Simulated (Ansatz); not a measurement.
The starting structures come from a database of crystals and need not be the phases stable at ambient conditions.

# Evanescent states of SnF$_{2}$ (P4_12_12, not sure to be the ambient phase, 12 atoms a cell, 18.4 Å³ an atom, -2 GPa at this level) along the normal of (111)

Level of theory: r2SCAN (plane waves, PAW; Ansatz, a program for electronic structure).

The gap is the functional's own, uncorrected, and κ follows it; spin-orbit coupling is left out. Mid-gap values are interpolated between the computed energies.

Energies count from the valence-band top; κ is the least over a 6×4 mesh across the current.

```
E (eV)  κ (1/Å)  where
------  -------  -----
0.09      0.181      Γ
0.27      0.290      Γ
0.45      0.326  off Γ
0.63      0.337  off Γ
0.81      0.341  off Γ
0.99      0.343  off Γ
1.17      0.343  off Γ
1.35      0.342  off Γ
1.53      0.339  off Γ
1.71      0.334  off Γ
1.89      0.327  off Γ
2.07      0.318  off Γ
2.25      0.308  off Γ
2.43      0.295  off Γ
2.61      0.279  off Γ
2.79      0.260  off Γ
2.97      0.237  off Γ
3.15      0.208  off Γ
3.33      0.171  off Γ
3.51      0.116  off Γ
```

Q: How thick must the barrier be to attenuate the transmission by 10^6 when the electrodes' Fermi level lies at 0.81 eV, and what attenuation does that film give at 3.51 eV?

A: d = 6 ln 10 / (2 × 0.341) = 20.3 Å. At 3.51 eV it gives 6 × 0.116/0.341 = 2.0 decades.
